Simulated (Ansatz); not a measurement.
SnSe (Fm-3m, No. 225, 2 atoms in the cell; start mp-2693; a measured phase of this formula has another space group) was calculated with r²SCAN (Ansatz, a first-principles code, plane waves, PAW).

Run with plane-wave cutoff 500 eV, 12×12×12 k mesh, Fermi–Dirac smearing 0.05 eV, scalar-relativistic PAW data made under PBE.

Cell (relaxed at this level):

SnSe is taken in the cubic space group Fm-3m (No. 225), the rock salt structure, Pearson symbol cF8. Lattice parameters: a = b = c = 6.0209 Å, α = β = γ = 90.00°. Sn on 4a is coordinated by 6 Se at 3.010 Å (octahedral). Se on 4b is surrounded by 6 Sn at 3.010 Å (octahedral). (Neighbours: up to the widest gap in distance over summed covalent radii, below 1.35, at either atom; cation-cation and far metal-metal contacts left out.)
(The calculation used a cell of 2 atoms; values per cell refer to that cell.)

Problem. Predict the band gap.

Solution. 
- band gap = 0.37 eV (on the SCF k mesh)

Note: the relaxation could not lower the start's symmetry, so the cell can be a saddle point above a distorted one.

Spin–orbit coupling is not included.

Computed values are for the static lattice.

Computing time: very roughly 12 core-seconds.

A start named mp-… is a Materials Project structure, which need not be a measured phase.
